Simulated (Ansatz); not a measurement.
The parent structure is a 12-atom supercell of V in the bcc (W type) structure (space group Im-3m, No. 229; a = 2.9827 Å) at its relaxed geometry.

Computed with r2SCAN, PAW, 500 eV (Ansatz, a program for electronic structure; spin-orbit coupling left out).

Before the change:

* **Pressure**: -0.2 GPa

It is then changed as follows: one H atom is added in an open site, starting 1.51 Å from the nearest host atom, atoms relaxed at fixed cell, starting from a slightly rattled geometry.

Question: How does this affect the final site of the added atom?

Answer: The final site of the added atom is 4 V at 1.74–1.75 Å.

Question: Predict the new pressure.

Answer: The pressure grows by 3.6 GPa to 3.4 GPa.

Question: What happens to the largest displacement of a host atom from its site in the perfect cell?

Answer: The largest displacement of a host atom from its site in the perfect cell amounts to 0.11 Å.

The magnetic state is the one reached from the starting moments; the real material's order can differ, and small cells can't hold many antiferromagnetic ones. The cell is small, so the values are those of an ordered compound at a high defect concentration; dilute-limit values will differ. Seeded moments were not kept for H interstitial (started 1.51 Å from the nearest host atom) and the base. Spin-polarised in the final run: H interstitial (started 1.51 Å from the nearest host atom); the other runs are not. The defect cell is spin-polarised and ends with 0.0 μB.
